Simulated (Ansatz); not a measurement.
Consider CsPbBr3 in the cubic perovskite structure (space group Pm-3m, No. 221; a = 5.8721 Å). Axes: x, y, z lie along the cube axes.

Computed with Ansatz (an electronic-structure program) PBEsol, no spin-orbit coupling.

Strains are applied to the cell and any free atomic positions relax.

One change was made to it. Results:

The band gap falls by 0.06 eV to 1.37 eV; the energy grows by 0.8 meV/atom.

Problem. Which change produced these results?
A) tensor shear ε_xy = +2.00 %
B) tensor shear ε_xy = +0.67 %
C) tensor shear ε_xy = +0.33 %

Solution. A, tensor shear ε_xy = +2.00 %. For comparison, the band gap in the other runs: tensor shear ε_xy = +0.67 % gives 1.41 eV; tensor shear ε_xy = +0.33 % gives 1.42 eV.

With Pb present, leaving out spin-orbit coupling can change the band edges. No phonon test of stability was made. Many cubic perovskites are stable only at high temperature; tilts and polar distortions were not tested. This is not the structure that CsPbBr3 has at room temperature and ambient pressure.
